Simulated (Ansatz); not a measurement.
Consider the following.

```
ZnO
1.0
    3.23518     0.00000     0.00000
   -1.61759     2.90345     0.00000
    0.00000     0.00000     5.21141
Zn O
2 2
Direct
  0.66475   0.32949   0.00460
  0.33525   0.67051   0.50460
  0.66313   0.32626   0.62060
  0.33687   0.67374   0.12060
```

No spin polarisation.

Level of theory: Kohn–Sham DFT with the r2SCAN functional, run in Ansatz (a program for electronic structure) with PAW and 500 eV plane waves, scalar-relativistic without spin-orbit coupling. k-mesh 12×12×7 (Γ-centred); smearing 0.05 eV (Fermi–Dirac).

Q: Predict the stress, valence-band top at Γ and band gap.

A: The stress (xx, yy, zz, yz, xz, xy; compression positive) is (-4.12, -7.42, -3.72, 0.00, 0.00, 0.00) GPa. The valence-band top at Γ (three highest levels, from the VBM) is 0.00, -0.09, -0.12 eV and the band gap comes out as 1.16 eV.

The cells carry an imposed strain or load. No phonon test of stability was made. The cell was made from ZnO in the wurtzite structure (space group P6_3mc, No. 186) by this change: uniaxial strain ε_yy = +3.63 %.
